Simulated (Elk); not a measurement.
Elk run on Ni₃Si (Pm-3m, 4 atoms in the cell): self-consistent single point

Method: PBE, all-electron FP-LAPW, Elk's shipped species files, APW+lo basis with extra local orbitals run with Elk.

The input file:

```
tasks
  0

xctype
  20

rgkmax
  8.0

gmaxvr
  16.0

nxlo
  2

lorbcnd
  .true.

lmaxi
  3

stype
  0

swidth
  0.00999582

maxscl
  100

scale
  6.796772283

avec
    1.0000000000    0.0000000000    0.0000000000
    0.0000000000    1.0000000000    0.0000000000
    0.0000000000    0.0000000000    1.0000000000

sppath
  './'

atoms
  2
  'Si.in'
  1
  0.0000000000  0.0000000000  0.0000000000    0.0 0.0 0.0
  'Ni.in'
  3
  0.0000000000  0.5000000000  0.5000000000    0.0 0.0 0.0
  0.5000000000  0.0000000000  0.5000000000    0.0 0.0 0.0
  0.5000000000  0.5000000000  0.0000000000    0.0 0.0 0.0

ngridk
  7 7 7
```

Output, abridged:

```
│ Elk code version 10.2.4 │

All units are atomic (Hartree, Bohr, etc.)

│ Ground-state run starting from atomic densities │

Lattice vectors :
   6.796772283       0.000000000       0.000000000
   0.000000000       6.796772283       0.000000000
   0.000000000       0.000000000       6.796772283

Unit cell volume      :    313.9844636
Brillouin zone volume :   0.7900079214

Muffin-tin inner radius fraction :   0.1000000000E-01

Nuclei treated as point charges

Species :    1 (Si)
 parameters loaded from : Si.in
 name : silicon
 nuclear charge    :   -14.00000000
 electronic charge :    14.00000000
 atomic mass :    51196.73454
 muffin-tin radius :    2.200000000
 number of radial points in muffin-tin :    397
 atomic positions (lattice), magnetic fields (Cartesian) :
   1 :   0.00000000  0.00000000  0.00000000    0.00000000  0.00000000  0.00000000

Species :    2 (Ni)
 parameters loaded from : Ni.in
 name : nickel
 nuclear charge    :   -28.00000000
 electronic charge :    28.00000000
 atomic mass :    106991.5230
 muffin-tin radius :    2.378021886
 number of radial points in muffin-tin :    497
 atomic positions (lattice), magnetic fields (Cartesian) :
   1 :   0.00000000  0.50000000  0.50000000    0.00000000  0.00000000  0.00000000
   2 :   0.50000000  0.00000000  0.50000000    0.00000000  0.00000000  0.00000000
   3 :   0.50000000  0.50000000  0.00000000    0.00000000  0.00000000  0.00000000

Total number of atoms per unit cell :    4

Spin treatment :
 spin-unpolarised

Number of Bravais lattice symmetries :   48
Number of crystal symmetries         :   48
Crystal has inversion symmetry
Real symmetric eigensolver will be used

k-point grid :      7     7     7
k-point offset :    0.000000000       0.000000000       0.000000000
k-point set is reduced with full crystal symmetry group
Total number of k-points :       20

Muffin-tin radius times maximum |G+k| :    8.000000000
 using average radius
Maximum |G+k| for APW functions       :    3.428302433
Maximum (1/2)|G+k|²                   :    5.876628785
Maximum |G| for potential and density :    16.00000000
 potential will be trimmed for |G| > 2 gkmax
Constant for pseudocharge density :   10
Radial integration step length :    4

G-vector grid sizes :     35    35    35
Number of G-vectors :    21823

Maximum angular momentum used for
 APW functions                      :    8
 outer part of muffin-tin           :    6
 inner part of muffin-tin           :    3

Total nuclear charge    :   -98.00000000
Total core charge       :    46.00000000
Total valence charge    :    52.00000000
Total excess charge     :    0.000000000
Total electronic charge :    98.00000000

Effective Wigner radius, rₛ :   0.9145297224

Number of empty states         :   16
Total number of valence states :   42
Total number of core states    :   46

Conduction state local-orbitals added automatically
Total number of local-orbitals :  311

Exchange-correlation functional :     20     0     0
 Perdew-Burke-Ernzerhof, Phys. Rev. Lett. 77, 3865 (1996)
 gradient requirement :    1
 generalised gradient approximation (GGA)

Smearing type :    0
 Gaussian
Smearing width :   0.9995820000E-02
Effective electronic temperature (K) :    3156.430308

Mixing type :    3
 Broyden mixing, J. Phys. A: Math. Gen. 17, L317 (1984)

Kohn-Sham potential initialised from atomic data

│ Self-consistent loop started │
│ Loop number : 1 │
 total energy                :     -4877.94234016
│ Loop number : 2 │
 total energy                :     -4876.97023403
RMS change in Kohn-Sham potential (target) :   0.3953372338     (  0.1000000000E-05)
Absolute change in total energy (target)   :   0.9721061297     (  0.1000000000E-03)
│ Loop number : 3 │
 total energy                :     -4877.82965673
RMS change in Kohn-Sham potential (target) :   0.3959352454     (  0.1000000000E-05)
Absolute change in total energy (target)   :   0.6163961719     (  0.1000000000E-03)
│ Loop number : 4 │
 total energy                :     -4871.88377519
RMS change in Kohn-Sham potential (target) :   0.3011459022     (  0.1000000000E-05)
Absolute change in total energy (target)   :    5.791782495     (  0.1000000000E-03)
│ Loop number : 5 │
 total energy                :     -4861.59488530
RMS change in Kohn-Sham potential (target) :   0.1366360528     (  0.1000000000E-05)
Absolute change in total energy (target)   :    11.73683552     (  0.1000000000E-03)
│ Loop number : 6 │
 total energy                :     -4855.64850810
RMS change in Kohn-Sham potential (target) :   0.4371481285E-01 (  0.1000000000E-05)
Absolute change in total energy (target)   :    8.880586079     (  0.1000000000E-03)
│ Loop number : 7 │
 total energy                :     -4852.87884745
RMS change in Kohn-Sham potential (target) :   0.1515480417E-02 (  0.1000000000E-05)
Absolute change in total energy (target)   :    4.989807167     (  0.1000000000E-03)
│ Loop number : 8 │
 total energy                :     -4852.83096478
RMS change in Kohn-Sham potential (target) :   0.8496751934E-03 (  0.1000000000E-05)
Absolute change in total energy (target)   :    1.295334467     (  0.1000000000E-03)
│ Loop number : 9 │
 total energy                :     -4852.82370228
RMS change in Kohn-Sham potential (target) :   0.1215367623E-03 (  0.1000000000E-05)
Absolute change in total energy (target)   :   0.3310961120     (  0.1000000000E-03)
│ Loop number : 10 │
 total energy                :     -4852.82443337
RMS change in Kohn-Sham potential (target) :   0.2848428304E-04 (  0.1000000000E-05)
Absolute change in total energy (target)   :   0.8204294347E-01 (  0.1000000000E-03)
│ Loop number : 11 │
 total energy                :     -4852.82288823
RMS change in Kohn-Sham potential (target) :   0.9529791104E-05 (  0.1000000000E-05)
Absolute change in total energy (target)   :   0.2205586755E-01 (  0.1000000000E-03)
│ Loop number : 12 │
 total energy                :     -4852.82479503
RMS change in Kohn-Sham potential (target) :   0.1754261442E-04 (  0.1000000000E-05)
Absolute change in total energy (target)   :   0.3607172003E-02 (  0.1000000000E-03)
│ Loop number : 13 │
 total energy                :     -4852.82337942
RMS change in Kohn-Sham potential (target) :   0.8613679018E-06 (  0.1000000000E-05)
Absolute change in total energy (target)   :   0.2317401739E-02 (  0.1000000000E-03)
│ Loop number : 14 │
 total energy                :     -4852.82345730
RMS change in Kohn-Sham potential (target) :   0.1106209500E-05 (  0.1000000000E-05)
Absolute change in total energy (target)   :   0.5014760400E-03 (  0.1000000000E-03)
│ Loop number : 15 │
 total energy                :     -4852.82335860
RMS change in Kohn-Sham potential (target) :   0.1044676700E-06 (  0.1000000000E-05)
Absolute change in total energy (target)   :   0.2240618905E-03 (  0.1000000000E-03)
│ Loop number : 16 │
 total energy                :     -4852.82334645
RMS change in Kohn-Sham potential (target) :   0.6795773713E-07 (  0.1000000000E-05)
Absolute change in total energy (target)   :   0.6816710084E-04 (  0.1000000000E-03)
Convergence targets achieved

│ Loop number : 17 │

Energies :
 Fermi                       :     0.314571259554
 sum of eigenvalues          :     -2774.96355997
 electron kinetic            :      4925.32942615
 core electron kinetic       :      4445.15035187
 Coulomb                     :     -9566.22894942
 Coulomb potential           :     -7425.35279432
 nuclear-nuclear             :     -642.407038746
 electron-nuclear            :     -10422.2910270
 Hartree                     :      1498.46911636
 Madelung                    :     -5853.55255226
 xc potential                :     -274.940191803
 exchange                    :     -207.389182701
 correlation                 :     -4.53464256005
 total energy                :     -4852.82334853

Density of states at Fermi energy :    56.97391682
 (states/Hartree/unit cell)

Estimated indirect band gap :   0.3735596169E-02
 from k-point      1 to k-point     19
Estimated direct band gap   :   0.1623915313E-01
 at k-point      2

Charges :
 core                        :    46.00000000
 valence                     :    52.00000000
 interstitial                :    3.728869614
 muffin-tins (core leakage)
  species :    1 (Si)
   atom    1                 :    12.16903235     (  0.1300381752E-02)
  species :    2 (Ni)
   atom    1                 :    27.36736601     (  0.3185515805E-03)
   atom    2                 :    27.36736601     (  0.3185515805E-03)
   atom    3                 :    27.36736601     (  0.3185515805E-03)
 total in muffin-tins        :    94.27113039
 total calculated charge     :    97.97954673
 total charge                :    98.00000000
 error                       :   0.2045326857E-01

│ Self-consistent loop stopped │
```

The run converged in 17 iterations. The count includes the last loop, which Elk runs after its targets are met.

The starting cell has typed, rounded lattice constants, without a prior relaxation at this level. Its lattice was rescaled by a random factor within 2.5 % of one. Spin polarisation is off. Values depend on the basis (sphere radii, cutoffs, local orbitals), which need not be converged. The log's line on a gap gives a spacing of levels on this mesh, which the program prints for metals too.
